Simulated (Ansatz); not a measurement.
composition Si2Mo, cell Si32Mo16, brought to this temperature after a much hotter stage, at a temperature that wasn't checked against the liquidus, so perhaps supercooled [in the run: it was liquid; mean temperature 2488 K (target 2480 K); density 4.85 g/cm³; one k-point, which a denser mesh shifts by 0.1 GPa in pressure and 0.08 eV/Å in forces]. The atoms began on random sites, so units and networks may differ from a laboratory melt's. Bonds are counted up to Mo-Mo 3.98 Å, Mo-Si 3.58 Å, Si-Si 3.38 Å.

**Question.** What distribution of Si-Si-Si angles does PBE (Ansatz, an electronic-structure program) give?

**Answer.** mean 98°, standard deviation 33°.
```
angle (°) | p (1/°)
      1.5 |  0.0000
      4.5 |  0.0000
      7.5 |  0.0000
     10.5 |  0.0000
     13.5 |  0.0000
     16.5 |  0.0000
     19.5 |  0.0000
     22.5 |  0.0000
     25.5 |  0.0000
     28.5 |  0.0000
     31.5 |  0.0000
     34.5 |  0.0000
     37.5 | # 0.0003
     40.5 | #### 0.0014
     43.5 | ############ 0.0040
     46.5 | ################### 0.0066
     49.5 | ######################### 0.0087
     52.5 | ############################ 0.0096
     55.5 | ############################## 0.0103
     58.5 | ############################## 0.0104
     61.5 | ############################ 0.0097
     64.5 | ########################### 0.0095
     67.5 | ########################### 0.0092
     70.5 | ########################### 0.0092
     73.5 | ########################## 0.0090
     76.5 | ########################## 0.0091
     79.5 | ########################### 0.0092
     82.5 | ########################## 0.0092
     85.5 | ########################### 0.0094
     88.5 | ########################### 0.0095
     91.5 | ########################### 0.0094
     94.5 | ########################### 0.0094
     97.5 | ############################ 0.0096
    100.5 | ############################ 0.0097
    103.5 | ############################## 0.0103
    106.5 | ############################# 0.0100
    109.5 | ############################## 0.0103
    112.5 | ############################ 0.0098
    115.5 | ########################### 0.0094
    118.5 | ######################### 0.0088
    121.5 | ######################## 0.0083
    124.5 | ######################## 0.0082
    127.5 | ##################### 0.0073
    130.5 | #################### 0.0070
    133.5 | ################### 0.0065
    136.5 | ################### 0.0066
    139.5 | ################# 0.0060
    142.5 | ################ 0.0056
    145.5 | ################ 0.0054
    148.5 | ############## 0.0049
    151.5 | ############## 0.0048
    154.5 | ############ 0.0042
    157.5 | ########### 0.0039
    160.5 | ########## 0.0033
    163.5 | ######### 0.0031
    166.5 | ######## 0.0027
    169.5 | ###### 0.0019
    172.5 | #### 0.0015
    175.5 | ## 0.0008
    178.5 | # 0.0003
```
